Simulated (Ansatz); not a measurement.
## Point-defect migration in zinc-blende GaP

Some mobile defects of zinc-blende GaP. The numbers are results of PBE, PAW (plane waves to 420 eV; Ansatz, an electronic-structure program), not measurements.

Barriers are those of the lowest checked hop between equivalent sites, from the lowest site run (climbing-image NEB, static, fixed cells, no finite-size terms; on the finer meshes named, energies are single points at the band's geometries). One hop need not carry long-range diffusion, and untried routes could be lower. Saddle orders were checked for a part of the study's bands only and are not shown. Vacancies start on their lattice site; split forms were not set up. Charge states are imposed.

```tsv
Defect	Route	Hop (Å)	Direction in the unit cell	Neighbours at the saddle	Cell	Barrier (eV)
interstitial H, charge +1	H moves farthest	1.73	(0.22, -0.22, -0.01)	2 Ga at 2.16; P at 1.45 Å	64 sites, 2×2×2 shifted	0.36
Ga vacancy, charge -3	a nearby Ga jumps into the vacancy	3.75	(0.00, 0.48, -0.48)	P at 2.28, P at 2.60, P at 2.63, P at 2.80, P at 2.82 Å	64 sites, 2×2×2 shifted	1.92
P vacancy, charge +1	a nearby P jumps into the vacancy	3.93	(0.00, -0.51, -0.50)	Ga at 2.31, 2 Ga at 2.70, 2 Ga at 2.74 Å	64 sites, 2×2×2 shifted	2.30
```
